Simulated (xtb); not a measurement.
xtb 6.7.1, GFN1-xTB: COc1cc2c(s1)-c1sc(-c3c(F)c(F)c(F)c(F)c3F)cc1C2(C)C, 37 atoms. The geometry is a generated start, not checked to be a minimum at this level.

```json
{
  "run_flags": "--grad",
  "method": "GFN1-xTB",
  "--acc": "1 (default)",
  "--etemp (K)": "300 (default)",
  "basis_functions": "138",
  "valence_electrons": "136"
}
```

One run each on 1 thread. Values of broydamp tried: 0.02, 0.05, 0.1, 0.2, 0.4 (default), 0.6, 0.8, 1.

**Question.** How does the count of SCC iterations change with broydamp, and where is it least?

**Answer.** Fewest SCC iterations, within one of each other: 0.2 with 13, 0.4 (default) with 12, 0.6 with 13, 0.8 with 13. The count rises to 20 at 0.02. All converge to one solution.

```json
[
 {"broydamp": "0.02", "SCC iterations": "20", "end": "same solution"},
 {"broydamp": "0.05", "SCC iterations": "17", "end": "same solution"},
 {"broydamp": "0.1", "SCC iterations": "16", "end": "same solution"},
 {"broydamp": "0.2", "SCC iterations": "13", "end": "same solution"},
 {"broydamp": "0.4 (default)", "SCC iterations": "12", "end": "same solution"},
 {"broydamp": "0.6", "SCC iterations": "13", "end": "same solution"},
 {"broydamp": "0.8", "SCC iterations": "13", "end": "same solution"},
 {"broydamp": "1", "SCC iterations": "15", "end": "same solution"}
]
```
